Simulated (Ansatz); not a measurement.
The reference is TiO₂ in the anatase structure (space group I4_1/amd, No. 141; a = 3.770 Å, c = 9.555 Å). Axes: x, y, z lie along a, b, c of the conventional cell.

One thing is altered: a pure shear with ε_xy = ε_yx = -0.0320; the atoms relax in the strained cell.

Calculations: PBEsol in Ansatz (plane waves to 420 eV, PAW, no spin-orbit coupling), earlier PAW set.

Task: Give the band edges at the high-symmetry points of the new zone, measured from its valence-band maximum.

Result: 
```
point  valence edge (eV)  conduction edge (eV)
-----  -----------------  --------------------
Γ                  -0.26                  2.07
Y                  -0.08                  3.24
C₀                 -0.17                  3.20
A₀                 -0.17                  3.20
Z                  -0.13                  2.42
B₀                 -0.08                  3.35
D₀                 -0.08                  3.35
T                  -0.07                  3.37
G₀                 -0.19                  3.46
H₀                 -0.19                  3.46
L                  -0.67                  3.20
```

The gap is 2.07 eV, indirect, Γ–Y (80 % along) → Γ.

Whether these cells are dynamically stable was not tested. All final runs are without spin polarisation. k-point labels follow each cell's own Brillouin zone.

Ansatz is a program for electronic structure.
